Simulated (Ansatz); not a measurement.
A self-consistent single point of CaC2 (Cm, 6 atoms in the cell) with Ansatz (a quantum-chemistry and plane-wave program).

Method of the run: PBEsol, default PAW files made with PBE (plane waves; Ansatz).

The change in words: lattice scaled by 0.98; basis.ecutrho_ratio: default → 5. Reference geometry:
```
CaC2
1.0
    3.58964    -1.92104     0.00000
    3.58964     1.92104     0.00000
   -2.17074     0.00000     7.11421
Ca C
2 4
Direct
  0.79953   0.79953   0.76054
  0.20259   0.20259   0.24649
  0.07922   0.07922   0.56431
  0.92078   0.92078   0.43569
  0.45186   0.45186   0.05825
  0.54814   0.54814   0.94175
```

Reference input (self-consistent single point, DFT, PBEsol, plane waves, default PAW files made with PBE): basis.ecutwfc = 420 eV; kpoints.mp_grid.grid = 6 6 3; hamiltonian.xc = pbesol; hamiltonian.pseudopotentials = {kind: paw} (the program's default PAW files); scf.occupations.method = fixed. This run's input differs from it in these lines:

Ansatz 0.2 input:
```diff
@@ -2,5 +2,5 @@
   lattice:
-    - [3.589637, -1.921041, 0.000000]
-    - [3.589637, 1.921041, 0.000000]
-    - [-2.170743, 0.000000, 7.114210]
+    - [3.517844, -1.882620, 0.000000]
+    - [3.517844, 1.882620, 0.000000]
+    - [-2.127328, 0.000000, 6.971926]
   atoms:
@@ -14,2 +14,3 @@
   ecutwfc: 420.0 eV
+  ecutrho_ratio: 5
 kpoints:
```

Log, with long lists cut:

```
SCF iter   1: F=—  HF=-4573.750717 eV  |F-HF|=—  |Δ(HF+E_count)|=         —  Δρ=6.27e-3  dr2=4.30e-2  ethr=1.77e-3  ⟨swp⟩=4.2  Hψ=3334  notcnv=0  defer=105
all-band conjugate gradients solve this SCF's bands
preconditioner: auto → Resta (q_TF=auto, 2.332 Å⁻¹)
SCF iter   2: F=—  HF=-4573.741285 eV  |F-HF|=—  |Δ(HF+E_count)|=   9.43e-3  Δρ=2.35e-3  dr2=5.72e-3  ethr=1.19e-4  ⟨swp⟩=2.0  Hψ=1360  notcnv=0  defer=135
   [... lines left out ...]
SCF iter   4: F=—  HF=-4573.741184 eV  |F-HF|=—  |Δ(HF+E_count)|=   1.13e-4  Δρ=1.46e-4  dr2=3.00e-5  ethr=8.44e-7  ⟨swp⟩=2.9  Hψ=1350  notcnv=0  defer=136
SCF iter   5: F=—  HF=-4573.741187 eV  |F-HF|=—  |Δ(HF+E_count)|=   3.26e-6  Δρ=1.24e-4  dr2=2.39e-5  ethr=8.34e-8  ⟨swp⟩=2.0  Hψ=1103  notcnv=0  defer=65
SCF iter   6: F=—  HF=-4573.741184 eV  |F-HF|=—  |Δ(HF+E_count)|=   3.35e-6  Δρ=2.50e-5  dr2=5.81e-7  ethr=6.64e-8  ⟨swp⟩=2.0  Hψ=1068  notcnv=0  defer=65
SCF iter   7: F=-4573.741184 eV  HF=-4573.741184 eV  |F-HF|=1.71e-8  |Δ(HF+E_count)|=   2.85e-7  Δρ=8.11e-6  dr2=7.28e-8  ethr=2.78e-10  ⟨swp⟩=13.1  Hψ=5752  notcnv=0
SCF 1 converged in 7 iterations: F = -4573.741184 eV  dr2 = 7.28e-8
Free energy (F): -4573.741184 eV
Internal energy: -4573.741184 eV  (E = F + TS)
E sigma→0 (E₀):  -4573.741184 eV
Fermi energy:    4.588258 eV
--- Forces (eV/Å), atoms counted from 1 ---
  atom   1  Ca     0.07030829     0.00000000    -0.37999041
  atom   2  Ca    -0.03906142     0.00000000     0.17620185
  atom   3  C      1.49007646     0.00000000     1.72432464
  atom   4  C     -1.49350658     0.00000000    -1.62711130
  atom   5  C     -1.62241863     0.00000000     1.38381524
  atom   6  C      1.59451296     0.00000000    -1.27725476
--- Stress (GPa, compression-positive) ---
        5.846290       0.000000      -0.021218
        0.000000       0.477048       0.000000
       -0.021219       0.000000       5.344291
  P = ⅓ Tr σ = 3.8892 GPa (38.892 kbar)
  The stress holds the Pulay correction. Without it, at fixed plane waves, as pw.x and ABINIT print it: P = 3.6637 GPa
```

The run converged in 7 iterations. Against the reference run the free energy goes up by 4.5 meV/atom, the pressure goes from -2.11 to 3.89 GPa, the largest force goes from 0.401 to 2.279 eV/Å and the gap on the mesh goes from 2.326 to 2.258 eV.

The starting cell comes from a database of computed structures (which also holds hypothetical and non-ambient phases and stackings), without a prior relaxation at this level. Its lattice was rescaled by up to half a per cent. One atom was moved a little off its site on purpose. For this run, on top of that: lattice scaled by 0.98. Forces in this geometry exceed 1 eV/Å. Ansatz's pressure includes its estimate of the finite-basis (Pulay) stress.
